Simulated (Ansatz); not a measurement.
# How the elastic constant C12 of fluorite AuAl2 moves with the method

No measured value is used here.

```json
[
 {"level (code)": "LDA (Ansatz)", "value (GPa)": "101", "cell (Å³/atom)": "17.61"},
 {"level (code)": "PBE (Ansatz)", "value (GPa)": "87.6", "cell (Å³/atom)": "18.55"},
 {"level (code)": "PBEsol (Ansatz)", "value (GPa)": "95.9", "cell (Å³/atom)": "18.03"},
 {"level (code)": "r²SCAN (Ansatz)", "value (GPa)": "___", "cell (Å³/atom)": "18.09"}
]
```

Question: What belongs in the gaps?

Answer: 
- r²SCAN (Ansatz, a first-principles code), value (GPa): 97.4

Density-functional levels without +SOC have no spin–orbit coupling. Each level is taken at its own relaxed cell. Cutoffs differ between the levels. Ansatz's density-functional and Hartree–Fock values are scalar-relativistic unless marked +SOC, with PAW data made under PBE.
